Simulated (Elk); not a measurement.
Band structure of ZrZn (Pm-3m, 2 atoms in the cell).

```
CELL_PARAMETERS angstrom
      3.26049     0.00000     0.00000
      0.00000     3.26049     0.00000
      0.00000     0.00000     3.26049
ATOMIC_POSITIONS crystal
  Zr 0.50000 0.50000 0.50000
  Zn 0.00000 0.00000 0.00000
```

Level of theory: PBEsol, all-electron FP-LAPW, Elk's shipped species files, APW+lo basis with extra local orbitals (Elk 10.2.4).

Settings: xctype = 22; rgkmax = 8; swidth = 0.00367493 Ha; ngridk = 7 7 7; gmaxvr = 16 1/bohr; nxlo = 2; lorbcnd = true; lmaxi = 2; maxscl = 100.

The starting cell comes from a database of computed structures (which also holds hypothetical and non-ambient phases and stackings), without a prior relaxation at this level. Its lattice was rescaled by a random factor within 2.5 % of one. Values depend on the basis (sphere radii, cutoffs, local orbitals), which need not be converged.

Levels in eV from the Fermi level, bands 12 to 19:
```tsv
point	12	13	14	15	16	17	18	19
Γ	-7.07	-7.07	-0.98	-0.98	3.73	3.73	3.73	5.71
X	-7.03	-4.30	-4.28	-0.73	0.68	0.68	3.78	5.51
M	-6.83	-4.58	-0.42	-0.26	-0.26	2.20	2.20	5.20
R	-6.82	-3.00	-3.00	-3.00	0.50	5.35	5.35	6.24
```

Bands cross the Fermi level along this path, so the cell is metallic at this level.
